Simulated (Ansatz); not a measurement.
## A computed series for HfSi2: response to strain

Take HfSi$_{2}$ (space group Cmcm, No. 63) as the base.

```
CELL_PARAMETERS angstrom
      1.84139    -7.29901     0.00000
      1.84139     7.29901     0.00000
      0.00000     0.00000     3.65821
ATOMIC_POSITIONS crystal
  Si 0.94568 0.05432 0.75000
  Si 0.05432 0.94568 0.25000
  Si 0.24976 0.75024 0.75000
  Si 0.75024 0.24976 0.25000
  Hf 0.60551 0.39449 0.75000
  Hf 0.39449 0.60551 0.25000
```

Cartesian axes are those of the cell as printed.

Strains are applied to the cell and any free atomic positions relax; under biaxial strain the out-of-plane vector relaxes too.

Levels (all Ansatz, a program for electronic structure, PAW): PBE (420 eV, no spin-orbit coupling); PBE+SOC (420 eV, spin-orbit coupling included).

Pressures by level, all at the geometries relaxed with PBE:

| case | PBE | PBE+SOC |
|---|---|---|
| base | 0.0 GPa | -0.2 GPa |
| biaxial strain −0.95 %, plane normal [001], relaxed out of plane | 1.5 GPa | 1.3 GPa |
| biaxial strain +2.46 %, plane normal [001], relaxed out of plane | -3.5 GPa | -3.7 GPa |
| isotropic strain −3.27 % | 16.2 GPa | 15.9 GPa |

Single points use the geometry relaxed with PBE. The spin-orbit shifts are approximate. Without a gap, meshes like the base's 13×13×13 leave anisotropic stresses uncertain by several tenths of a GPa, and small strain energies with them. No phonon test of stability was made. The runs without spin-orbit coupling are not spin-polarised.
